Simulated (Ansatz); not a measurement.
A self-consistent single point of the (110) slab of CaHN (cut from a parent of space group no. 107; 12 atoms in the cell) with Ansatz (a first-principles code).

Level of theory: LDA (PW92), default PAW files made with PBE (plane waves; Ansatz).

```xyz
12
Lattice="3.7681 0.0000 0.0000 -3.2836 3.7368 0.0000 0.0000 0.0000 21.4617" Properties=species:S:1:pos:R:3 pbc="T T T"
Ca     0.2645     3.5435     7.0000
Ca     1.9063     1.6751     9.4872
Ca     0.2645     3.5435    11.9745
Ca     1.9063     1.6751    14.4617
H      1.5312     1.3455     7.0000
H     -0.1106     3.2139     9.4872
H      1.5312     1.3455    11.9745
H     -0.1106     3.2139    14.4617
N     -1.4647     2.0240     7.0000
N      0.1771     0.1556     9.4872
N     -1.4647     2.0240    11.9745
N      0.1771     0.1556    14.4617
```

Reference input (self-consistent single point, DFT, LDA (PW92), plane waves, default PAW files made with PBE): basis.ecutwfc = 30.9 Ry; kpoints.mp_grid.grid = 8 8 1; hamiltonian.xc = lda; hamiltonian.pseudopotentials = {kind: paw} (the program's default PAW files); scf.occupations.method = fermi_dirac; scf.occupations.width = 0.0037 Ry. This run's input differs from it in these lines:

Ansatz 0.2 input:
```diff
@@ -20,3 +20,3 @@
 basis:
-  ecutwfc: 30.9 Ry
+  ecutwfc: 18.4 Ry
 kpoints:
```

Output (repeated stretches shortened):

```
SCF iter   1: F=—  HF=-8652.092480 eV  |F-HF|=—  |Δ(HF+E_count)|=         —  Δρ=2.20e-2  dr2=1.16e0  ethr=1.77e-3  ⟨swp⟩=13.9  Hψ=5744  notcnv=0  defer=6
all-band conjugate gradients solve this SCF's bands
preconditioner: auto → Resta (q_TF=auto, 2.106 Å⁻¹)
SCF iter   2: F=—  HF=-8651.864786 eV  |F-HF|=—  |Δ(HF+E_count)|=   2.28e-1  Δρ=1.07e-2  dr2=3.17e-1  ethr=1.77e-3  ⟨swp⟩=2.1  Hψ=1574  notcnv=0  defer=108
   [... lines left out ...]
SCF iter   5: F=—  HF=-8651.795258 eV  |F-HF|=—  |Δ(HF+E_count)|=   3.00e-4  Δρ=3.33e-4  dr2=2.41e-4  ethr=3.36e-6  ⟨swp⟩=2.0  Hψ=1151  notcnv=0  defer=109
SCF iter   6: F=—  HF=-8651.795234 eV  |F-HF|=—  |Δ(HF+E_count)|=   2.41e-5  Δρ=9.69e-5  dr2=2.38e-5  ethr=3.76e-7  ⟨swp⟩=2.0  Hψ=1146  notcnv=0  defer=109
SCF iter   7: F=—  HF=-8651.795234 eV  |F-HF|=—  |Δ(HF+E_count)|=   1.71e-7  Δρ=2.36e-5  dr2=1.08e-6  ethr=3.73e-8  ⟨swp⟩=2.3  Hψ=1259  notcnv=0  defer=109
SCF iter   8: F=-8651.795234 eV  HF=-8651.795234 eV  |F-HF|=5.76e-9  |Δ(HF+E_count)|=   1.53e-7  Δρ=5.27e-6  dr2=8.16e-8  ethr=1.56e-10  ⟨swp⟩=14.1  Hψ=5220  notcnv=0
SCF 1 converged in 8 iterations: F = -8651.795234 eV  dr2 = 8.16e-8
Free energy (F): -8651.795234 eV
Internal energy: -8651.795234 eV  (E = F + TS)
E sigma→0 (E₀):  -8651.795234 eV
Fermi energy:    1.765861 eV
--- Forces (eV/Å), atoms counted from 1 ---
  atom   1  Ca    -0.32842287    -0.28859317     0.23299181
  atom   2  Ca    -0.07525006    -0.06612406    -0.04945533
  atom   3  Ca    -0.07525006    -0.06612406     0.04945533
  atom   4  Ca    -0.32842287    -0.28859317    -0.23299181
  atom   5  H     -0.26985957    -0.23713218    -0.21851259
  atom   6  H     -0.36163533    -0.31777776     0.01973912
  atom   7  H     -0.36163533    -0.31777776    -0.01973912
  atom   8  H     -0.26985957    -0.23713218     0.21851259
  atom   9  N      0.67659856     0.59454362     0.43689524
   [... lines left out ...]
  atom  12  N      0.67659856     0.59454362    -0.43689524
--- Stress (GPa, compression-positive) ---
       -2.729703       0.794996       0.000000
        0.794996      -2.935837       0.000000
        0.000000       0.000000      -1.520754
  P = ⅓ Tr σ = -2.3954 GPa (-23.954 kbar)
  The stress holds the Pulay correction. Without it, at fixed plane waves, as pw.x and ABINIT print it: P = -15.4077 GPa
```

The run converged in 8 iterations. Against the reference run the free energy goes up by 456 meV/atom, the largest force goes from 1.026 to 1.001 eV/Å and the gap on the mesh goes from 2.050 to 1.982 eV.

The starting cell comes from a database of computed structures (which also holds hypothetical and non-ambient phases and stackings), without a prior relaxation at this level. The slab is cut from that crystal, and its faces are unrelaxed. Its lattice was rescaled by up to half a per cent. Spin polarisation is off, though cut faces can carry moments; a gap of a slab can lie between surface states. Forces in this geometry exceed 1 eV/Å. The cutoff lies below the one recommended for these files.
